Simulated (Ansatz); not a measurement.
Input and output of a self-consistent single point for BiSb (R3m, 2 atoms in the cell) (Ansatz, an electronic-structure program)

Computed with LDA (PW92), default PAW files made with PBE (plane waves; Ansatz).

This input was run:

Ansatz 0.2 input:
```yaml
crystal:
  lattice:
    - [2.21516400, 1.27892500, 3.95527400]
    - [-2.21516400, 1.27892500, 3.95527400]
    - [0.00000000, -2.55785000, 3.95527400]
  atoms:
    - { symbol: Sb, position: [0.76802700, 0.76802700, 0.76802700] }
    - { symbol: Bi, position: [0.23196000, 0.23196000, 0.23196000] }
basis:
  ecutwfc: 420.0
kpoints:
  mp_grid: { grid: [7, 7, 7] }
hamiltonian:
  xc: lda
  pseudopotentials: { kind: paw }
scf:
  occupations: { method: fermi_dirac, width: 0.1 }
output:
  forces: true
  eigenvalues: true
  stress: true
```

Output (repeated stretches shortened):

```
WARN ansatz: RAYON_NUM_THREADS=1 ignored (pool sized by the plan → 1); use --threads N
Pseudopotentials: kind: paw
Pseudopotential: Sb, paw, valence charge 15
Pseudopotential: Bi, paw, valence charge 15
Crystal: 2 atoms, lattice volume = 67.232 Å³
Basis set: ecut = 420 eV, 1309 PW (Γ)
Bands: 19, of which v1, the nominal top of the filled ones, is band 15 counted from 1 (14 counted from 0)
Symmetry: 6 space group operations
Space group: R3m (ITA 160), of the structure as read, at distance tolerance 4.1e-5 Å
k-points: 44 of 343 (time reversal used)
PAW frozen core: Sb, regenerated for the run's functional, and the local potential with it
PAW frozen core: Bi, regenerated for the run's functional, and the local potential with it
Initial density: superposition of atomic densities (neutral atoms: chi_scale 0, normalization atom), corrected by the library's trained network
Initial wavefunctions: pseudopotential atomic-orbital guess
Eigensolver: davidson
Functional: x = slater, c = lda
SCF iter   1: F=—  HF=-18421.678390 eV  |F-HF|=—  |Δ(HF+E_count)|=         —  Δρ=4.93e-3  dr2=7.96e-3  ethr=1.77e-3  ⟨swp⟩=6.0  Hψ=4331  notcnv=0
all-band conjugate gradients solve this SCF's bands
preconditioner: auto → none
SCF iter   2: F=—  HF=-18421.674472 eV  |F-HF|=—  |Δ(HF+E_count)|=   3.92e-3  Δρ=2.10e-3  dr2=1.42e-3  ethr=2.65e-5  ⟨swp⟩=2.3  Hψ=1838  notcnv=0
SCF iter   3: F=—  HF=-18421.674220 eV  |F-HF|=—  |Δ(HF+E_count)|=   2.51e-4  Δρ=3.33e-4  dr2=1.14e-4  ethr=4.73e-6  ⟨swp⟩=2.2  Hψ=1501  notcnv=0
SCF iter   4: F=—  HF=-18421.674181 eV  |F-HF|=—  |Δ(HF+E_count)|=   3.91e-5  Δρ=9.34e-5  dr2=4.19e-6  ethr=3.80e-7  ⟨swp⟩=2.0  Hψ=1277  notcnv=0
SCF iter   5: F=—  HF=-18421.674185 eV  |F-HF|=—  |Δ(HF+E_count)|=   4.31e-6  Δρ=2.80e-5  dr2=3.52e-7  ethr=1.40e-8  ⟨swp⟩=2.0  Hψ=1498  notcnv=0
SCF iter   6: F=-18421.674185 eV  HF=-18421.674185 eV  |F-HF|=1.59e-9  |Δ(HF+E_count)|=   2.55e-8  Δρ=7.89e-6  dr2=2.55e-8  ethr=3.33e-10  ⟨swp⟩=6.6  Hψ=4359  notcnv=0
SCF 1 converged in 6 iterations: F = -18421.674185 eV  dr2 = 2.55e-8
SCF converged after 6 iterations
Free energy (F): -18421.674185 eV
Harris-Foulkes:  -18421.674185 eV  (|F-HF|=1.59e-9)
Internal energy: -18421.667559 eV  (E = F + TS)
E sigma→0 (E₀):  -18421.670872 eV
Entropy (-TS):   -0.006626 eV (-3.313 meV/atom)
Fermi energy:    9.105731 eV
--- Per-component energies (eV) ---
  E_band       = -296.840413
  E_kinetic    = 511.187882
  E_local      = -3223.950963  (includes V_loc(G=0)·N_el)
  E_nonlocal   = 929.883863
  E_hartree    = 1256.047703
  E_xc         = -288.224116
  E_vxc        = -241.774278  (∫ρ·V_xc dr)
  E_paw        = -14779.369956  (= ΣΔE_a)
  E_vpaw       = -784.281489  (= ΣTr[D̂ρ^β])
  E_aug_tail   = -0.000520  (compensation charges beyond the density's cutoff)
  E_ewald      = -2827.795392
  E_core_change = 0.553939  (= ΣΔE_core)
  E_smearing   = -0.006626  (= −TS)
  E_closure    = 0.000000  (closes the sum)
  Σ components = -18421.674185   (vs F -18421.674185, Δ=0.00e0)
--- Forces (eV/Å), atoms counted from 1 ---
  atom   1  Sb    -0.00000000    -0.00000000    -0.04235214
  atom   2  Bi     0.00000000     0.00000000     0.04234826
  max |Σ_I F_I| component: 3.88e-6 eV/Å
--- Stress (GPa, compression-positive) ---
       -1.919228      -0.000000      -0.000000
       -0.000000      -1.919228      -0.000000
       -0.000000      -0.000000      -2.486295
  P = ⅓ Tr σ = -2.1083 GPa (-21.083 kbar)
  The stress holds the Pulay correction. Without it, at fixed plane waves, as pw.x and ABINIT print it: P = -2.1359 GPa
--- Band table (eV; the first three rows and the last of 44) ---
  k-point 0: bands = ["-19.7018", "-19.7018", "-19.6829", "-19.6829", "-19.6737", "-13.6820", "-13.6820", "-13.6660", "-13.6654", "-13.6654", "-3.7369", "2.8276", "7.3540", "7.7596", "7.7596", "11.2753", "11.8841", "11.8841", "14.7327"]
  k-point 1: bands = ["-19.7015", "-19.7011", "-19.6828", "-19.6827", "-19.6733", "-13.6844", "-13.6816", "-13.6658", "-13.6652", "-13.6643", "-3.5440", "2.3023", "7.4260", "7.7062", "7.7785", "11.0163", "11.3423", "11.4885", "14.0766"]
  k-point 2: bands = ["-19.7009", "-19.6996", "-19.6825", "-19.6822", "-19.6724", "-13.6899", "-13.6819", "-13.6664", "-13.6634", "-13.6606", "-2.9923", "1.1104", "7.3948", "7.6150", "8.0978", "9.9866", "10.5115", "10.7131", "14.4792"]
  k-point 43: bands = ["-19.7012", "-19.7005", "-19.6815", "-19.6812", "-19.6726", "-13.6899", "-13.6864", "-13.6632", "-13.6621", "-13.6614", "-2.5429", "0.1962", "6.2635", "7.6916", "8.3564", "10.2724", "10.4816", "12.1594", "15.3748"]
```

The run converged in 6 iterations.

The starting cell comes from a database of computed structures (which also holds hypothetical and non-ambient phases and stackings), without a prior relaxation at this level. Its lattice was rescaled by up to half a per cent. Spin-orbit coupling is off. Ansatz's pressure includes its estimate of the finite-basis (Pulay) stress. A gap is left out here, as mesh or smearing make it unsure.
